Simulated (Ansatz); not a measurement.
Cu on the Mg site in rock-salt MgO: one set of geometries, relaxed with PBE, evaluated in Ansatz (PAW, plane waves to 420 eV, 500 eV under r2SCAN) with PBE, r2SCAN.

Set-up: 64-site cell; 2×2×2 shifted k-points; start: the Mg site; charged states image-corrected; no Hubbard U; not converged in cell size.

```csv
quantity,PBE,r2SCAN
host gap (eV),4.46,5.34
ε(+1/0) above the VBM (eV),0.88,1.10
ε(0/−1) above the VBM (eV),2.37,2.89
largest moment on one atom at charge +1 (μB),0.90,0.98
"neutral formation energy against fcc Cu, hcp Mg (eV)",4.98,4.99
largest moment on one atom at charge 0 (μB),0.61,0.69
```

PBE narrows the gap by 0.88 eV against r2SCAN, the highest level run, and puts the levels 0.37 eV lower above the valence-band maximum on average.

Ansatz is an electronic-structure program.
